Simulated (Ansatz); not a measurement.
# WC: energy against strain

WC (WC type, P-6m2, 10.128 Å³/atom at rest, c along z) under an equal strain ε in the (0001) plane with the normal axis free, as in a coherent film. LDA in Ansatz, a plane-wave DFT program (PAW, default set), 420 eV, 23×23×20 Γ-centred mesh, Fermi-Dirac smearing 0.10 eV; ions are relaxed within the symmetry of each cell.

Here s stands for strain and y for E less E0.

| strain (%) | E less E0 (meV/atom) |
|---|---|
| -1.50 | 13.61 |
| -1.00 | 5.93 |
| -0.50 | 1.43 |
| 0.00 | 0.00 |
| 0.50 | 1.52 |
| 1.00 | 5.89 |
| 1.50 | 13.01 |
| 3.00 | ? |

The 7 complete rows are fitted with a parabola, y against s. Least squares gives y = -0.004 - 0.1279·s + 5.9167·s². Residuals (row less fit): 0.110, -0.111, -0.109, 0.004, 0.109, 0.105, -0.107; standard error 0.133 (degrees of freedom: 4). Twice the quadratic coefficient over the volume, 2 × 5.9167 meV × 10⁴ × 0.1602 / 10.128 Å³, is twice the biaxial elastic modulus of this plane = 1872 ± 18 GPa.

Task: What does the fit predict for y at s = 3.00, and how far is the calculated value from it?

Result: y = -0.004 - 0.1279 × 3.0 + 5.9167 × 3.0² = 52.863 meV/atom. The calculation gives 49.82 meV/atom, 3.043 meV/atom below the prediction (6.1 % of the range of y in the table). The row lies outside the fitted rows, so this is an extrapolation. From the scatter of the fitted rows alone, a prediction at this place has a standard error of 0.507 meV/atom, so the miss is 6.0 times that.

One order more, fitted to all 13 runs of the series, follows each within 0.03, so the miss is the next term of a smooth law. In a metal these values are sensitive to mesh and smearing; energies are taken to zero smearing, stresses follow the free energy. Rows are the converged runs of the series near zero and its far end; series whose fitted rows scatter by over a few per cent of the range, as at a crossing or softening among them, aren't shown in this form. Most that stay on the fit to the last digits aren't either.
